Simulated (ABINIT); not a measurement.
## ABINIT run on NaH2Pd3 (Cmmm, 6 atoms in the cell): self-consistent single point

Computed with PBEsol, PAW (JTH v2.0 PBE PAW, files made for PBE) (plane waves; ABINIT 10.0.3).

This input was run:

```
# NaH2Pd3, JTH v2.0 PBE PAW
pp_dirpath "./"
pseudos "Na.GGA_PBE-JTH.xml, H.GGA_PBE-JTH.xml, Pd.GGA_PBE-JTH.xml"
acell 5.1544376180 5.1544376180 2.8135600000 Angstrom
rprim
         0.5483760227   -0.8362318684    0.0000000000
         0.5483760227    0.8362318684    0.0000000000
         0.0000000000    0.0000000000    1.0000000000
natom 6
ntypat 3
znucl 11 1 46
typat 1 2 2 3 3 3
xred
         0.5000000000    0.5000000000    0.0000000000
         0.2156300000    0.7843700000    0.0000000000
         0.7843700000    0.2156300000    0.0000000000
         0.0000000000    0.0000000000    0.0000000000
         0.5000000000    0.0000000000    0.5000000000
         0.0000000000    0.5000000000    0.5000000000
ecut 30
pawecutdg 60
pawxcdev 0
ixc -116133
occopt 3
tsmear 0.00367493
nband 42
kptopt 1
ngkpt 5 5 8
nshiftk 1
shiftk 0 0 0
nstep 80
tolvrs 1.0e-11
prtwf 0
prtden 0
```

Output, abridged:

```
 Symmetries : space group Cm m m (# 65); Bravais oC (1-face-center ortho.)

 -outvars: echo values of preprocessed input variables --------
            acell      9.7404754671E+00  9.7404754671E+00  5.3168578584E+00 Bohr
             ecut      3.00000000E+01 Hartree
              ixc     -116133
         kptrlatt        5    0    0      0    5    0      0    0    8
          kptrlen      4.25348629E+01
            natom           6
            nband          42
            ngfft          50      50      30
          ngfftdg          72      72      40
             nkpt          45
            nstep          80
             nsym           8
           ntypat           3
           occopt           3
        pawecutdg      6.00000000E+01 Hartree
         pawxcdev           0
            rprim      5.4837602270E-01 -8.3623186840E-01  0.0000000000E+00
                       5.4837602270E-01  8.3623186840E-01  0.0000000000E+00
                       0.0000000000E+00  0.0000000000E+00  1.0000000000E+00
          spgroup          65
           tolvrs      1.00000000E-11
           tsmear      3.67493000E-03 Hartree
            typat      1  2  2  3  3  3
           useylm           1
             xred      5.0000000000E-01  5.0000000000E-01  0.0000000000E+00
                       2.1563000000E-01  7.8437000000E-01  0.0000000000E+00
                       7.8437000000E-01  2.1563000000E-01  0.0000000000E+00
                       0.0000000000E+00  0.0000000000E+00  0.0000000000E+00
                       5.0000000000E-01 -2.7755575616E-17  5.0000000000E-01
                      -2.7755575616E-17  5.0000000000E-01  5.0000000000E-01
            znucl       11.00000    1.00000   46.00000

== DATASET  1 ==================================================================

 Real(R)+Recip(G) space primitive vectors, cartesian coordinates (Bohr,Bohr^-1):
 R(1)=  5.3414432 -8.1452960  0.0000000  G(1)=  0.0936077 -0.0613851  0.0000000
 R(2)=  5.3414432  8.1452960  0.0000000  G(2)=  0.0936077  0.0613851  0.0000000
 R(3)=  0.0000000  0.0000000  5.3168579  G(3)=  0.0000000  0.0000000  0.1880810
 Unit cell volume ucvol=  4.6264783E+02 bohr^3
 Angles (23,13,12)=  9.00000000E+01  9.00000000E+01  1.13488655E+02 degrees

 Coarse grid specifications (used for wave-functions):

 getcut: wavevector=  0.0000  0.0000  0.0000  ngfft=  50  50  30
         ecut(hartree)=     30.000   => boxcut(ratio)=   2.08192

 Fine grid specifications (used for densities):

 getcut: wavevector=  0.0000  0.0000  0.0000  ngfft=  72  72  40
         ecut(hartree)=     60.000   => boxcut(ratio)=   2.12000

   1.00952042E+04                                ecore*ucvol(ha*bohr**3)

_setup2: Arith. and geom. avg. npw (full set) are    3630.905    3630.881

--- !BeginCycle
solver: {iscf: 17, nstep: 80, nline: 4, wfoptalg: 10, }
tolerances: {tolvrs: 1.00E-11, }
...

     iter   Etot(hartree)      deltaE(h)  residm     nres2
 ETOT  1  -406.64474075071    -4.066E+02 8.508E+01 6.101E+02
 ETOT  2  -436.60476844701    -2.996E+01 9.908E-02 4.956E+02
 ETOT  3  -435.71549712325     8.893E-01 1.253E-01 1.250E+02
 ETOT  4  -435.70304111613     1.246E-02 3.795E-02 7.164E+01
 ETOT  5  -435.65438339682     4.866E-02 1.346E-02 4.429E+01
 ETOT  6  -435.61325798624     4.113E-02 8.484E-03 2.266E+01
   [... 18 lines left out ...]
 ETOT 25  -435.57557842352    -6.509E-11 4.622E-05 2.493E-09
 ETOT 26  -435.57557842353    -9.095E-12 3.934E-05 2.027E-10
 ETOT 27  -435.57557842353    -2.956E-12 3.200E-05 1.712E-10
 ETOT 28  -435.57557842353     3.411E-13 3.689E-05 5.948E-11
 ETOT 29  -435.57557842353    -3.922E-12 4.112E-05 4.602E-12

 At SCF step   29       nres2   =  4.60E-12 < tolvrs=  1.00E-11 =>converged.

 Cartesian components of stress tensor (hartree/bohr^3)
  sigma(1 1)=  1.04034150E-04  sigma(3 2)=  0.00000000E+00
  sigma(2 2)=  9.25014900E-05  sigma(3 1)=  0.00000000E+00
  sigma(3 3)=  1.22157742E-04  sigma(2 1)=  0.00000000E+00

 ----iterations are completed or convergence reached----

 reduced coordinates (array xred) for    6 atoms
       0.500000000000      0.500000000000      0.000000000000
       0.215630000000      0.784370000000      0.000000000000
       0.784370000000      0.215630000000      0.000000000000
       0.000000000000      0.000000000000      0.000000000000
       0.500000000000     -0.000000000000      0.500000000000
      -0.000000000000      0.500000000000      0.500000000000
 cartesian forces (eV/Angstrom) at end:
    1     -0.00000000000000    -0.00000000000000    -0.00000000000000
    2      0.00000000000000     0.02279648447259    -0.00000000000000
    3      0.00000000000000    -0.02279648447259    -0.00000000000000
    4     -0.00000000000000    -0.00000000000000    -0.00000000000000
    5     -0.00000000000000    -0.00000000000000    -0.00000000000000
    6     -0.00000000000000    -0.00000000000000    -0.00000000000000
 frms,max,avg= 7.5988282E-03 2.2796484E-02   0.000E+00  0.000E+00  0.000E+00 e/A
 length scales=  9.740475467063  9.740475467063  5.316857858442 bohr
              =  5.154437618000  5.154437618000  2.813560000000 angstroms
 Fermi (or HOMO) energy (hartree) =   0.29116   Average Vxc (hartree)=  -0.41915
 Eigenvalues (hartree) for nkpt=  45  k points:
 kpt#   1, nband= 42, wtk=  0.00500, kpt=  0.0000  0.0000  0.0000 (reduced coord)
  -2.79535   -2.79484   -2.78766   -1.58794   -1.54385   -1.53719   -1.53678   -1.53660
  -1.53600   -1.53254   -1.53169   -1.52497   -1.52293   -0.56306   -0.56237   -0.55996
  -0.04717    0.11357    0.11884    0.12408    0.12873    0.14196    0.18166    0.18856
   0.19381    0.22288    0.22605    0.23542    0.23853    0.25244    0.27636    0.27840
   0.27986    0.33969    0.36360    0.44644    0.48331    0.51301    0.69279    0.73197
   0.73561    0.75733
      occupation numbers for kpt#   1
   2.00000    2.00000    2.00000    2.00000    2.00000    2.00000    2.00000    2.00000
   2.00000    2.00000    2.00000    2.00000    2.00000    2.00000    2.00000    2.00000
   2.00000    2.00000    2.00000    2.00000    2.00000    2.00000    2.00000    2.00000
   2.00000    2.00000    2.00000    2.00000    2.00000    1.99995    1.96498    1.93963
   1.91166    0.00000    0.00000    0.00000    0.00000    0.00000    0.00000    0.00000
   0.00000    0.00000
 prteigrs : prtvol=0 or 1, do not print more k-points.

--- !EnergyTerms
comment             : Components of total free energy in Hartree
kinetic             :  4.95184343951908E+01
hartree             :  7.22255144114086E+01
xc                  : -1.59582451715405E+01
Ewald energy        : -3.05106123019274E+02
psp_core            :  2.18204939527548E+01
local_psp           : -2.14158683438388E+02
spherical_terms     : -4.39148098942107E+01
internal            : -4.35573418764059E+02
'-kT*entropy'       : -2.16028031815105E-03
total_energy        : -4.35575579044377E+02
total_energy_eV     : -1.18526142814183E+04
...

-Cartesian components of stress tensor (GPa)         [Pressure= -3.1254E+00 GPa]
- sigma(1 1)=  3.06078985E+00  sigma(3 2)=  0.00000000E+00
- sigma(2 2)=  2.72148734E+00  sigma(3 1)=  0.00000000E+00
- sigma(3 3)=  3.59400425E+00  sigma(2 1)=  0.00000000E+00

 Calculation completed.
```

The run converged in 29 iterations.

The starting cell comes from a database of computed structures (which also holds hypothetical and non-ambient phases and stackings), without a prior relaxation at this level. Spin polarisation is off. The potentials were made for another functional than the one used. With a pressure of about -3 GPa the cell is away from its equilibrium volume at this level.

Cost on one core of a shared machine: roughly 9 min.
